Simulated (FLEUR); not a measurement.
Input and output of a self-consistent single point for SrCl₂ (P1, 3 atoms in the cell) (FLEUR).

Method of the run: PBE, all-electron FLAPW (FLEUR), scalar-relativistic valence run with FLEUR.

The change in words: lattice scaled by 0.98. Reference geometry:
```yaml
crystal:
  lattice:
    - [0.00000, 3.49000, 3.49000]
    - [3.49000, 0.00000, 3.49000]
    - [3.49000, 3.49000, 0.00000]
  atoms:
    - { symbol: Sr, position: [0.99730, 0.99108, 0.00238] }
    - { symbol: Cl, position: [0.24109, 0.25738, 0.24815] }
    - { symbol: Cl, position: [0.76162, 0.75154, 0.74947] }
```

Reference input (self-consistent single point, DFT, PBE, all-electron FLAPW (FLEUR), scalar-relativistic valence): Kmax = 4 1/bohr; GmaxXC = 16 1/bohr; xcFunctional = pbe; jspins = 1; l_soc = F; mode = hist; fermiSmearingEnergy = 0.00183747 Htr; mesh (inpgen div1-3) = 4 4 4; inpgen gamma flag = true; Gmax = 16 1/bohr; numbands = 0; maxIterBroyd = 15. This run's input differs from it in these lines:

```diff
@@ -3,5 +3,5 @@
 &input film=f /
-0.0000000000 3.4900000000 3.4900000000
-3.4900000000 -0.0000000000 3.4900000000
-3.4900000000 3.4900000000 0.0000000000
+-0.0000000000 3.4202000000 3.4202000000
+3.4202000000 -0.0000000000 3.4202000000
+3.4202000000 3.4202000000 -0.0000000000
 1.8897261246
@@ -44,5 +44,5 @@
          <bravaisMatrix>
-            <row-1>    0.0000000000000000     6.5951441748540001     6.5951441748540001</row-1>
-            <row-2>    6.5951441748540001     0.0000000000000000     6.5951441748540001</row-2>
-            <row-3>    6.5951441748540001     6.5951441748540001     0.0000000000000000</row-3>
+            <row-1>    0.0000000000000000     6.4632412913569190     6.4632412913569190</row-1>
+            <row-2>    6.4632412913569190     0.0000000000000000     6.4632412913569190</row-2>
+            <row-3>    6.4632412913569190     6.4632412913569190     0.0000000000000000</row-3>
          </bravaisMatrix>
```

Output (repeated stretches shortened):

```
 Iteration:     1   Distance:       4.73178945 me/bohr^3
 Iteration:     2   Distance:       4.26379932 me/bohr^3
 Iteration:     3   Distance:       1.78499399 me/bohr^3
 Iteration:     4   Distance:       0.65293538 me/bohr^3
 Iteration:     5   Distance:       0.36646432 me/bohr^3
   [... 8 lines left out ...]
 Iteration:    14   Distance:       0.00001719 me/bohr^3
 Iteration:    15   Distance:       0.00001729 me/bohr^3
 Iteration:    16   Distance:       0.00001585 me/bohr^3
 Iteration:    17   Distance:       0.00000646 me/bohr^3
 Reset of history
 Run finished successfully
 Stop message:
   Structural relaxation: new displacements generated

[file out, last iteration]
             iter=     18
[...]
          total density-effective poten   -6.5955900210E+03
          total charge density-energy d   -1.6175781486E+02
 Updated energy parameters for spin:           1
[...]
 fermi energy and band-weighting factors:
    0.433080    0.435030    0.453904

[...]
FERMIE:
          first approx. to ef    (T=0)  :   0.101520 htr   (energy of the highest occ. eigenvalue)
          number of occ. states  (T=0)  :        432
          first approx. to seigv (T=0)  :  -5.724720 htr
          sum of weights of occ. states :  12.000000
          sum of semicore charge        :   0.000000 e
FERHIS:  Fermi-Energy by histogram:
          bandgap                     :   0.201184 htr
   [... lines left out ...]
          charge neutrality (T=0)     :   0.000000    (zero if the highest occ. eigenvalue is "entirely" occupied)
 Direct bandgap for spin            1 :   0.20118394458404953       Htr
 ---->    free energy=                     -4103.1264979849 htr
   [... lines left out ...]
 TOTAL FORCE FOR ATOM TYPE=  1  X= -0.042   Y= -0.002   Z= -0.075
                       FX_TOT= 0.002968 FY_TOT= 0.000238 FZ_TOT= 0.004530
 TOTAL FORCE FOR ATOM TYPE=  2  X=  3.267   Y=  3.162   Z=  3.222
                       FX_TOT=-0.002068 FY_TOT= 0.003837 FZ_TOT= 0.000170
 TOTAL FORCE FOR ATOM TYPE=  3  X= -3.225   Y= -3.160   Z= -3.147
                       FX_TOT=-0.000913 FY_TOT=-0.004076 FZ_TOT=-0.004720
```

The run converged in 17 iterations. FLEUR gives forces in its relaxation mode, with a further iteration, so its stop message speaks of a relaxation. Against the reference run the free energy goes up by 24.3 meV/atom, the largest force goes from 0.263 to 0.324 eV/Å and the gap on the mesh goes from 5.358 to 5.474 eV.

The starting cell has typed, rounded lattice constants, without a prior relaxation at this level. Its atoms were displaced at random from the sites of space group no. 225. For this run, on top of that: lattice scaled by 0.98. Values depend on the basis (sphere radii, cutoffs, local orbitals), which need not be converged.

Cost on one core of a shared machine: roughly 4 min.
